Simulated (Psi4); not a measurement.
Psi4 1.11, TPSS/def2-svp: Pt(Cl)6 ([Cl][Pt-2]([Cl])([Cl])([Cl])([Cl])[Cl]), charge -2, multiplicity 1, 7 atoms. The geometry is a generated start, not checked to be a minimum at this level.

* **task**: energy
* **method**: tpss
* **basis**: def2-svp
* **memory**: 3 GB
* **maxiter**: 100
* **keys of the molecule block**: symmetry c1
* **scf_type**: df (default)
* **guess**: auto, which took SAD (default)
* **scf_initial_accelerator**: adiis (default)
* **e_convergence**: 1e-06 (default)
* **d_convergence**: 1e-06 (default)
* **dft_radial_points**: 75 (default)
* **dft_spherical_points**: 302 (default)
* **effective core potentials**: those of the basis set, past Kr
* **basis functions**: 140
* **grid points**: 148733

```xyz
7

Pt     0.0004    -0.0009    -0.0015
Cl     2.0983     0.8623    -0.6835
Cl     0.7007     0.0909     2.2598
Cl    -0.7030    -0.0893    -2.2614
Cl    -2.0974    -0.8596     0.6852
Cl    -0.8466     2.2025     0.1759
Cl     0.8476    -2.2059    -0.1745
```

Charge -2 and multiplicity 1 are set for this test and not shown to be the ground state.

One run each on 2 threads. Values of diis_max_vecs tried: 3, 6, 10 (default), 20.

Q: Which value of diis_max_vecs needs the fewest SCF iterations, and what happens away from it?

A: Fewest SCF iterations, within one of each other: 6 with 9, 10 (default) with 9, 20 with 9. The count rises to 17 at 3. All converge to one solution.

| diis_max_vecs | SCF iterations | end |
|---|---|---|
| 3 | 17 | same solution |
| 6 | 9 | same solution |
| 10 (default) | 9 | same solution |
| 20 | 9 | same solution |
